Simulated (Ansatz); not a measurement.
**Al2Au: response to strain**

Take Al$_{2}$Au (space group Fm-3m, No. 225; a = 6.003 Å; relaxed with 0.1 eV smearing) as the base. Axes: x, y, z lie along the cube axes.

Strains are applied to the cell and any free atomic positions relax; under biaxial strain the out-of-plane vector relaxes too.

The values are results of PBEsol, PAW, 420 eV (Ansatz, a first-principles code; scalar-relativistic without spin-orbit coupling), not measurements.

Notes on the quantities. energy relative to the base: free energy F.

| biaxial strain, plane normal [111], relaxed out of plane (%) | energy relative to the base (meV/atom) |
|---|---|
| -2.5 | 14.0 |
| -2.08 | 9.7 |
| -1.67 | 6.2 |
| -1.25 | 3.5 |
| -0.83 | ? |
| -0.42 | 0.4 |
| 0 | 0.0 |

Problem. Fit ΔE = Aε² + Bε³ (ε in %) to the rows shown and predict the withheld row.

Solution. Least squares on the printed values gives A = 2.22 and B = -0.0083 meV/atom (largest residual 0.0 meV/atom); this predicts 1.5 meV/atom, and the run gives 1.5 meV/atom, in agreement.

Stability against distortions was not tested.
